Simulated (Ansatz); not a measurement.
The reference is BaTiO₃ (space group P4mm, No. 99; a = 3.973 Å, c = 4.112 Å). Axes: x, y, z lie along a, b, c of the conventional cell.

Perturbation: compressive biaxial strain of 0.74 % in the plane normal to [001], as in epitaxy on a mismatched substrate; the out-of-plane cell vector and the atoms relax.

Method: DFT with r2SCAN, PAW potentials and a 500 eV plane-wave cutoff in Ansatz (a quantum-chemistry and plane-wave program), spin-orbit coupling left out, earlier PAW set.

Base, band edges from the VBM (valence, conduction): A 0.00, 4.51; M -0.04, 4.02; R -0.38, 3.93; X -1.17, 2.79; Z -0.72, 2.34; Γ -0.47, 2.23 eV.

Question: Give the band edges at the high-symmetry points of the new zone, measured from its valence-band maximum.

Answer: 
| point | valence edge (eV) | conduction edge (eV) |
|---|---|---|
| Γ | -0.53 | 2.26 |
| X | -1.29 | 2.88 |
| M | -0.03 | 4.08 |
| Z | -0.73 | 2.35 |
| R | -0.49 | 3.91 |
| A | 0.00 | 4.50 |

The gap is 2.26 eV, indirect, A → Γ.

No phonon test of stability was made. All final runs are without spin polarisation.
